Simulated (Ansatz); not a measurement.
BN (Imm2), r2SCAN, rigid bands (Ansatz, a first-principles code): Condition of this run: biaxial stress in (110) of 18 GPa (compression positive) (the target of the relaxation). band gap 4.74 eV, N_c = 7.06e18 cm⁻³ and N_v = 1.61e19 cm⁻³ at 300 K, conductivity masses along z (a = (0.02, 1.79, 1.77) Å; b = (1.79, 0.02, 1.77) Å; c = (1.81, 1.81, 0.00) Å) of 0.842 mₑ (electrons) and 0.789 mₑ (holes). Take k_BT = 0.02585 eV.

Q: What thermal injection velocity √(2k_BT/πm) limits a ballistic channel along the direction named?

A: 5.86e6 cm/s for electrons and 6.06e6 cm/s for holes, a ratio of √(m_h/m_e) = 0.968, for dilute carriers.

Q: Find the intrinsic carrier density and the intrinsic Fermi level.

A: n_i = √(N_c N_v) exp(−E_g/2k_BT) = 1.07e19 × exp(−91.68) = 1.6e-21 cm⁻³. The level lies (k_BT/2) ln(N_v/N_c) = 11 meV from mid-gap (positive towards the conduction band). Each 0.1 eV added to the gap lowers n_i by a factor of 6.9.

Q: A film of it is 8 nm thick, with its normal along the direction named. Estimate the confinement energies in an infinite well.

A: ħ²π²/(2m t²) = 0.376 eV·nm²/(m/mₑ × t²) gives 6.98 meV for electrons and 7.45 meV for holes, so the gap would widen to about 4.75 eV. Finite barriers and nonparabolic bands lower this, and with several valleys or bands the heaviest mass along the normal sets the lowest level, not this average.

Rigid, parabolic bands with the computed gap; masses take one relaxation time for all states. Spin-orbit coupling is left out. Geometry: cell and atoms relaxed with PBEsol.
